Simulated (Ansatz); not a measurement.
# AlRu, pressure series

The parent structure is AlRu in the CsCl type structure (space group Pm-3m, No. 221; a = 2.976 Å).

Cell and atoms are relaxed at each pressure.

The values are results of PBEsol/PAW in Ansatz (a program for electronic structure), without spin-orbit coupling, not measurements.

Notes on the quantities. enthalpy: H = E + PV relative to the base's energy.

```tsv
case	volume per atom	enthalpy
base	13.18 Å³	–
pressure −2 GPa	[?]	-0.17 eV/atom
pressure −1 GPa	13.24 Å³	-0.08 eV/atom
pressure 0.3 GPa	13.17 Å³	+0.02 eV/atom
pressure 0.7 GPa	13.14 Å³	+0.06 eV/atom
pressure 1.5 GPa	13.09 Å³	+0.12 eV/atom
pressure 3 GPa	13.01 Å³	+0.25 eV/atom
pressure 5 GPa	[?]	+0.41 eV/atom
pressure 7.5 GPa	[?]	+0.61 eV/atom
pressure 10 GPa	12.65 Å³	+0.81 eV/atom
```

### Question
What belongs in the blanks?

### Answer

- pressure −2 GPa, volume per atom: 13.31 Å³
- pressure 5 GPa, volume per atom: 12.90 Å³
- pressure 7.5 GPa, volume per atom: 12.77 Å³

Load acts through the strain it causes; cell and atoms are relaxed under it. Stability against distortions was not tested. No other phases were tried under pressure. All final runs are without spin polarisation.
